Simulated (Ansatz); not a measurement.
Take Eu in the bcc (W type) structure (space group Im-3m, No. 229; a = 4.4504 Å; ferromagnetic; relaxed with 0.1 eV smearing) as the base. Axes: x, y, z lie along the cube axes.

Computed with r2SCAN (Ansatz, a program for electronic structure, PAW, no SOC).

Strains are applied to the cell and any free atomic positions relax; under biaxial strain the out-of-plane vector relaxes too.

One change was made to it. Results:

The largest site moment is nearly the same (7.31 μB against 7.30 μB); the magnetic state is still ferromagnetic; the pressure goes from zero to 0.3 GPa.

Problem. Name the change that was made.
(A) isotropic strain −0.63 %
(B) isotropic strain +2.62 %
(C) isotropic strain −3.65 %
(D) biaxial strain −3.91 %, plane normal [110], relaxed out of plane

Solution. A, isotropic strain −0.63 %. For comparison, the pressure in the other runs: isotropic strain +2.62 % gives -1.0 GPa; biaxial strain −3.91 %, plane normal [110], relaxed out of plane gives 0.9 GPa; isotropic strain −3.65 % gives 1.8 GPa.

Other magnetic orders, which the real material may have, were not ruled out. The state of the 4f shell was not checked for lower solutions. No phonon test of stability was made.
